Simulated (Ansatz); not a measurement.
Cu3Ga (Pm-3m), PBEsol, DFPT electron-phonon coupling, linearised Boltzmann equation run with Ansatz (an electronic-structure program): phonon-limited resistivity 4.59 μΩ·cm at 300 K, current-weighted mean free path 16.9 nm, Drude plasma energy 8.58 eV.

Task: What Drude relaxation time do resistivity and plasma energy imply?

Result: ω_p = 1.30e16 s⁻¹, so τ = 1/(ε₀ ω_p² ρ) = 14.5 fs, a damping ħ/τ of 45.5 meV.

Task: What is the classical skin depth at 100 GHz (nonmagnetic, μ₀ = 1.257×10⁻⁶ H/m)?

Result: δ = √(ρ/(π f μ₀)) = 341 nm.

A metal at this level (no band gap). Only scattering by harmonic phonons is included (no impurities, grain boundaries, electron-electron scattering or thermal expansion). Spin-orbit coupling is left out. The run warned that the eigensolver left some states short of its tolerance. Halving the electron mesh (24x24x24) moves the resistivity by up to 9 % at 300 K, the mean free path by up to 4 %. Smearing 0.20 eV; phonons on a 4x4x4 q mesh, which this run doesn't test.

Computed structure with no diffraction record at hand here (it may be known, metastable or hypothetical): Cu3Ga (Pm-3m).
